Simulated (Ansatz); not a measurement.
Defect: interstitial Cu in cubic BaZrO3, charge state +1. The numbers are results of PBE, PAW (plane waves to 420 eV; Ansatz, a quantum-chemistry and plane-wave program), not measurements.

Settings: 60 host sites, the relaxed PBE lattice, the Γ point alone, smearing 0.01 eV, spin-restricted, no image-charge correction. No zero-point or tunnelling terms. Spin-orbit coupling is left out. The host phase is not the lowest at 0 K, so the defect can set off distortions of the whole cell. The charge state is imposed; whether it is stable for some Fermi level was not computed. Sites that were not tried may lie lower. The start lies 0.37 eV above the lowest site run (PBE).

Barriers: single points on a 2×2×2 k-point mesh shifted by half a step at the bands' geometries (they differ from the bands' own by up to 0.13 eV, and are uncertain by about as much).

Relaxed starting cell (atoms counted from 1):

```
CELL_PARAMETERS angstrom
      8.45454     0.00000     0.00000
      0.00000     8.45454     0.00000
      0.00000     0.00000    12.68181
ATOMIC_POSITIONS crystal
  Ba 0.05066 0.00936 0.98723
  Ba 0.98813 0.00208 0.31977
  Ba 0.99233 0.00637 0.65961
  Ba 0.99605 0.50477 0.98700
  Ba 0.98850 0.50582 0.33268
  Ba 0.98727 0.50102 0.65387
  Ba 0.44641 0.00637 0.99287
  Ba 0.48886 0.00122 0.31952
  Ba 0.49096 0.00492 0.65878
  Ba 0.48663 0.50413 0.99232
  Ba 0.49094 0.50678 0.33029
  Ba 0.49484 0.50178 0.65046
  Zr 0.23943 0.26150 0.16222
  Zr 0.24044 0.25355 0.48985
  Zr 0.24430 0.26186 0.81909
  Zr 0.23758 0.74916 0.16136
  Zr 0.23995 0.75633 0.49135
  Zr 0.24229 0.74849 0.81912
  Zr 0.74052 0.25996 0.15644
  Zr 0.74049 0.24860 0.48998
  Zr 0.74088 0.25625 0.82816
  Zr 0.73940 0.73899 0.16151
  Zr 0.74178 0.75944 0.49239
  Zr 0.74033 0.74837 0.82548
  O  0.25700 0.99443 0.16733
  O  0.26336 0.99853 0.50787
  O  0.25955 0.99979 0.82990
  O  0.27240 0.49828 0.17415
  O  0.27142 0.49625 0.49802
  O  0.26577 0.50157 0.84034
  O  0.76051 0.99289 0.16056
  O  0.77588 0.99935 0.50484
  O  0.76716 0.99893 0.86141
  O  0.75338 0.49514 0.19230
  O  0.75927 0.49611 0.50658
  O  0.76922 0.50114 0.82150
  O  0.99993 0.23397 0.17007
  O  0.00311 0.25184 0.51235
  O  0.00604 0.24174 0.84167
  O  0.99913 0.73398 0.18060
  O  0.00205 0.73108 0.50847
  O  0.00456 0.75250 0.84488
  O  0.50192 0.22676 0.16860
  O  0.50317 0.24191 0.51128
  O  0.50108 0.23940 0.84439
  O  0.50138 0.74441 0.18123
  O  0.50351 0.74152 0.50821
  O  0.50164 0.75403 0.84568
  O  0.24883 0.25453 0.00213
  O  0.24962 0.24266 0.33175
  O  0.25306 0.25778 0.66465
  O  0.24781 0.74881 0.00261
  O  0.24832 0.75158 0.33446
  O  0.25136 0.73905 0.66441
  O  0.75006 0.29862 0.00102
  O  0.75029 0.23616 0.33334
  O  0.74865 0.23180 0.67189
  O  0.74693 0.70994 0.00336
  O  0.75180 0.75953 0.33566
  O  0.74929 0.76854 0.66982
  Cu 0.75001 0.97169 0.01134
```
Cell charge +1.

End state 1 differs by these moves (Å; atoms that move under 0.25 Å are left out):

```
atom  element     Δx     Δy     Δz
----  -------  -----  -----  -----
1          Ba  -0.35   0.35   0.00
4          Ba   0.09  -0.50   0.07
7          Ba   0.50  -0.09  -0.07
13         Zr   0.19  -0.19   0.00
28          O  -0.38   0.03  -0.07
29          O  -0.25   0.06   0.17
31          O  -0.22   0.05   0.25
32          O  -0.38   0.02   0.05
36          O  -0.12   0.00   0.31
40          O  -0.05   0.22  -0.25
41          O  -0.02   0.38  -0.05
43          O  -0.03   0.38   0.07
44          O  -0.06   0.25  -0.17
48          O   0.00   0.12  -0.31
52          O   0.43   0.01  -0.02
55          O  -0.01  -0.43   0.02
58          O  -0.31   0.31   0.00
61         Cu   1.88  -1.88   0.00
```

Question: What is the computed forward and backward barriers to end state 1 (PBE, PAW)?

Answer: forward 1.01 eV, backward 1.01 eV; at the saddle point atom 61 has neighbours Ba at 2.36; O at 1.89, O at 1.99, O at 2.04 Å. The check of the saddle point's order was inconclusive.
